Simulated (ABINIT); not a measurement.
**Several settings converged on CoSi₂ (I4mm, 3 atoms in the cell)**

```
CoSi2
1.0
    0.00000     2.67196     2.67196
    2.67196     0.00000     2.67196
    2.67196     2.67196     0.00000
Co Si
1 2
Direct
  0.00936   0.00936   0.99064
  0.25000   0.25000   0.25000
  0.75000   0.75000   0.75000
```

Base method: PBEsol, norm-conserving pseudopotentials (PseudoDojo nc-sr-04 PBEsol standard) (plane waves; ABINIT).

Base settings: pseudos = [Co.upf, Si.upf]; ecut = 1306 eV; ixc = -116133; occopt = 3; tsmear = 0.00367493 Ha; ngkpt = 4 4 4; nshiftk = 1; shiftk = 0 0 0; potentials = PseudoDojo nc-sr-04 PBEsol standard; nband = 18.

The count of work is k-points × plane waves × bands × iterations; it is no time. Core times come from one kind of shared machine, to one figure; runs under 30 s give none.

**The plane-wave cutoff**

The second cell is the first with its lattice scaled by 0.98.

The mesh stays at the base's, so the ladder's end is converged at best in this setting alone.

Only quantities that move along the ladder and can be compared are tabulated.

```tsv
ecut	free energy less the last step's (meV/atom)	energy of the compressed cell less the first (meV/atom)	pressure (GPa)	largest difference of a force vector from the last step's (eV/Å)	count of work / last	core time / last (rough)
463 eV	28590.94	418.39	-831.67	0.095	0.071	–
599 eV	9687.37	14.69	-433.78	0.046	0.096	–
707 eV	3496.44	5.66	-218.30	0.022	0.11	–
925 eV	253.04	9.42	-31.92	0.005	0.17	–
1170 eV	3.85	11.52	-4.08	0.000	0.26	0.2
1306 eV	1.01	11.66	-3.42	0.000	0.31	0.3
2612 eV	0.00	11.63	-3.41	0.000	1.0	1
```

Coarsest ecut that holds the energy of the compressed cell less the first within 2 meV/atom of the last step, with all finer ones: 1170 eV, at 0.26 of the last step's count of work and about 0.2 of the last step's time; the step before is off by 2.2 meV/atom.

Coarsest ecut that holds the forces within 0.02 eV/Å of the last step, with all finer ones: 925 eV, at 0.17 of the last step's count of work; the step before is off by 0.022 eV/Å.

Coarsest ecut that holds the pressure within 0.5 GPa of the last step, with all finer ones: 1306 eV, at 0.31 of the last step's count of work and about 0.3 of the last step's time; the step before is off by 0.67 GPa.

At the lowest cutoff the pressure lies 828 GPa under the last step's, the usual sign of Pulay stress in an incomplete plane-wave basis.

**The cutoff for other potential files**

Level: DFT, PBEsol, plane waves, norm-conserving pseudopotentials (PseudoDojo nc-fr-04 PBEsol standard).

In this ladder: potentials = PseudoDojo nc-fr-04 PBEsol standard.

The second cell is the first with its lattice scaled by 0.98.

The mesh stays at the base's, so the ladder's end is converged at best in this setting alone.

Only quantities that move along the ladder and can be compared are tabulated.

```csv
ecut,free energy less the last step's (meV/atom),energy of the compressed cell less the first (meV/atom),pressure (GPa),largest difference of a force vector from the last step's (eV/Å),count of work / last,core time / last (rough)
599 eV,9679.99,15.09,-433.40,0.046,0.096,–
925 eV,252.77,9.84,-31.81,0.005,0.17,0.2
1306 eV,1.01,12.09,-3.34,0.000,0.31,–
1959 eV,0.41,12.07,-3.32,0.000,0.65,0.7
2612 eV,0.00,12.05,-3.33,0.000,1.0,1
```

Coarsest ecut that holds the free energy within 5 meV/atom of the last step, with all finer ones: 1306 eV, at 0.31 of the last step's count of work; the step before is off by 250 meV/atom.

Coarsest ecut that holds the pressure within 0.05 GPa of the last step, with all finer ones: 1306 eV, at 0.31 of the last step's count of work; the step before is off by 28 GPa.

Coarsest ecut that holds the energy of the compressed cell less the first within 0.5 meV/atom of the last step, with all finer ones: 1306 eV, at 0.31 of the last step's count of work; the step before is off by 2.2 meV/atom.

The energy difference between the two cells stays within 1 meV/atom of the last step's from 1306 eV on, the total only from 1959 eV on: much of the error is common to both cells and cancels.

At the lowest cutoff the pressure lies 430 GPa under the last step's, the usual sign of Pulay stress in an incomplete plane-wave basis.

On the base run: the starting cell has typed, rounded lattice constants, without a prior relaxation at this level. Its lattice was rescaled by up to half a per cent. One atom was moved a little off its site on purpose. Spin polarisation is off. In the base run, with a pressure of about -3 GPa the cell is away from its equilibrium volume at this level. Without a gap this mesh is coarse (it stands for a supercell whose shortest vector is 15 Å).
